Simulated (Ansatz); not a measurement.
Structures of equal composition on the (0001) surface of wurtzite ZnO (Zn plane on top): 2x2 Si adatom at H3; 2x2 Si adatom at T4. The slabs share one bottom face, and each structure is named by its start. These are constructed structures in small cells; real faces may alloy, dewet or reconstruct in larger ones, and not all known structures of the face are among them. Slabs of about 14 Å with all that they carry, Fermi-Dirac smearing of 0.025 eV. Bottom of the slabs: H caps. Relaxed from the named starts with such symmetry as they have, on meshes of like density; energies extrapolated to zero smearing; no spin-orbit coupling, no U. Spin-polarised runs, if any, are marked in brackets, and their order is one that fits the cell; the others ran without spin. Where a second, spin-polarised start was run, the lower counts.

Host crystal: wurtzite ZnO, with a band gap (PBE, scalar-relativistic without spin-orbit coupling).

Computed with r2SCAN, at the PBE geometry (plane waves to 500 eV, PAW; Ansatz, a first-principles code).

Rank these by energy per 1x1 cell (lowest first), as r2SCAN, at the PBE geometry gives it.

2x2 Si adatom at T4 (0.000 eV, no gap over 0.04 eV on the mesh), 2x2 Si adatom at H3 (0.172 eV, no gap over 0.04 eV on the mesh)
